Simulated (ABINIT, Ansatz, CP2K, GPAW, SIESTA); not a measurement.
## One structure in several programs: CaCo2Si2 (I4/mmm, 5 atoms in the cell)

Self-consistent single point.

```yaml
crystal:
  lattice:
    - [-1.93445, 1.93445, 4.93677]
    - [1.93445, -1.93445, 4.93677]
    - [1.93445, 1.93445, -4.93677]
  atoms:
    - { symbol: Ca, position: [0.00000, 0.00000, 0.00000] }
    - { symbol: Co, position: [0.25000, 0.75000, 0.50000] }
    - { symbol: Co, position: [0.75000, 0.25000, 0.50000] }
    - { symbol: Si, position: [0.63375, 0.63375, 0.00000] }
    - { symbol: Si, position: [0.36625, 0.36625, 0.00000] }
```

All programs got the same cell, k-point mesh and kind of occupations (in Ansatz's words: kpoints.mp_grid.grid = 8 8 8; scf.occupations.method = fermi_dirac; scf.occupations.width = 0.1 eV); potentials, basis and cutoffs are each program's usual ones.

```csv
code,model,pressure (GPa),largest force (eV/Å),k-points,cutoff
GPAW,"LDA (Perdew-Wang 92), GPAW PAW datasets LDA (gpaw-data 1.0.1)",-4.91,0.024,59,800 eV
Ansatz,"LDA (PW92), PAW files made with PBE",-5.93,0.112,59,420 eV
CP2K,"LDA (Pade form), GPW, DZVP-MOLOPT-SR-GTH basis, GTH-PADE potentials (GTH_POTENTIALS)",-4.99,0.062,260,grid 600 Ry
ABINIT,"LDA (PW92), norm-conserving pseudopotentials (PseudoDojo nc-sr-04 LDA standard)",-6.17,0.130,59,48 Ha
SIESTA,"LDA PW92, numerical atomic orbitals DZP, PseudoDojo LDA standard norm-conserving potentials (rewritten from UPF to PSML)",0.98,0.334,296,grid 400 Ry
```

The spread over the programs that give each value: pressure within 7.15 GPa; largest force within 0.310 eV/Å.

The starting cell comes from a database of computed structures (which also holds hypothetical and non-ambient phases and stackings), without a prior relaxation at this level. Its lattice was rescaled by a random factor within 2.5 % of one. On Ansatz's run: Spin polarisation is off. In the base run, with a pressure of about -6 GPa the cell is away from its equilibrium volume at this level.

Problem. Why do the programs differ, and what cannot be compared?

Solution. Differences of this kind can come from the potentials, where these differ, and from what each basis and cutoff leave unconverged. The valence holds different numbers of electrons (GPAW 36, Ansatz (a program for electronic structure) 52, CP2K 52, ABINIT 52, SIESTA 52). The zero of total energies and Fermi levels follows the potentials and each program's conventions, so they are not compared here. CP2K and SIESTA use small atom-centred bases, whose incompleteness enters pressures, forces and empty levels differently from a plane-wave cutoff. Ansatz's pressure is given at a fixed set of plane waves, as the other plane-wave codes print theirs; with its correction for the finite basis it is -5.89 GPa. The programs reduce the same mesh by symmetry to different extents, which changes the work and not the result. In the pressure, GPAW (by 1.01) and SIESTA (by 6.91) lie more than 1 GPa from the median of the plane-wave programs. In the force vectors, GPAW (by 0.088) and SIESTA (by 0.221) lie more than 0.08 eV/Å from the median of the plane-wave programs.

Left out of this page: Quantum ESPRESSO (failed or unconverged); FLEUR (not drawn, or without a comparable value).

Keys are those of Ansatz 0.2.
